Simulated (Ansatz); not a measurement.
Consider SiO2 (space group P3_121, No. 152; a = 5.020 Å, c = 5.509 Å). Axes: x lies along a and z along c of the hexagonal cell.

Structures relaxed with plane-wave PAW DFT at the PBE level (Ansatz, a program for electronic structure, 420 eV), no spin-orbit coupling, earlier PAW set.

Base:

Simulated powder pattern, Cu Kα1, λ = 1.54056 Å (kinematic, ideal powder, no thermal factors, no anomalous dispersion; the 14 strongest lines at most, above 2 %, up to 2θ = 90°):

| 2θ (°) | I/Imax (%) | hkl |
|---|---|---|
| 20.41 | 19 | (100) |
| 26.09 | 100 | (101) |
| 35.74 | 6.3 | (110) |
| 38.66 | 5.4 | (012) |
| 41.50 | 4.5 | (200) |
| 44.78 | 3.8 | (021) |
| 49.06 | 16 | (112) |
| 53.67 | 3.5 | (202) |
| 58.57 | 9.6 | (211) |
| 66.16 | 5.9 | (212) |
| 66.61 | 8.3 | (023) |
| 66.68 | 3.6 | (301) |
| 77.96 | 3.6 | (123) |
| 79.28 | 3.4 | (114) |

Perturbation: compressive biaxial strain of 1.25 % in the plane normal to [001], as in epitaxy on a mismatched substrate; the out-of-plane cell vector and the atoms relax.

After the change:

Simulated powder pattern, Cu Kα1, λ = 1.54056 Å (kinematic, ideal powder, no thermal factors, no anomalous dispersion; the 14 strongest lines at most, above 2 %, up to 2θ = 90°):

| 2θ (°) | d (Å) | I/Imax (%) | hkl |
|---|---|---|---|
| 20.67 | 4.293 | 19 | (100) |
| 26.27 | 3.390 | 100 | (101) |
| 36.21 | 2.479 | 7.2 | (110) |
| 38.73 | 2.323 | 6.9 | (012) |
| 42.05 | 2.147 | 5.0 | (200) |
| 45.28 | 2.001 | 3.5 | (021) |
| 49.35 | 1.845 | 15 | (112) |
| 54.06 | 1.695 | 4.0 | (202) |
| 59.30 | 1.557 | 10 | (211) |
| 66.80 | 1.399 | 6.3 | (212) |
| 66.88 | 1.398 | 8.1 | (023) |
| 67.56 | 1.385 | 4.4 | (301) |
| 78.49 | 1.218 | 3.7 | (123) |
| 89.56 | 1.094 | 3.7 | (312) |

The indices refer to the base's conventional cell; one index is shown for lines that coincide.

Stability against distortions was not tested.
